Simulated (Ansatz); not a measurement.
A computed series for Os: pressure series

The parent structure is Os in the hcp (Mg type) structure (space group P6_3/mmc, No. 194; a = 2.755 Å, c = 4.344 Å).

Cell and atoms are relaxed at each pressure.

Method: PBE in Ansatz (plane waves to 420 eV, PAW, spin-orbit coupling left out).

Notes on the quantities. enthalpy: H = E + PV relative to the base's energy.

| change | shortest interatomic distance | enthalpy |
|---|---|---|
| base | 2.692 Å | – |
| pressure −2 GPa | 2.697 Å | -0.18 eV/atom |
| pressure −1 GPa | 2.694 Å | -0.09 eV/atom |
| pressure 0.9 GPa | 2.690 Å | +0.08 eV/atom |
| pressure 2.1 GPa | 2.688 Å | +0.19 eV/atom |
| pressure 4.5 GPa | 2.683 Å | +0.40 eV/atom |
| pressure 9 GPa | 2.674 Å | +0.79 eV/atom |
| pressure 15 GPa | 2.663 Å | +1.31 eV/atom |
| pressure 22.5 GPa | 2.649 Å | +1.95 eV/atom |
| pressure 30 GPa | 2.637 Å | +2.58 eV/atom |

Load acts through the strain it causes; cell and atoms are relaxed under it. Stability against distortions was not tested. No other phases were tried under pressure. All final runs are without spin polarisation.

Ansatz is a program for electronic structure.
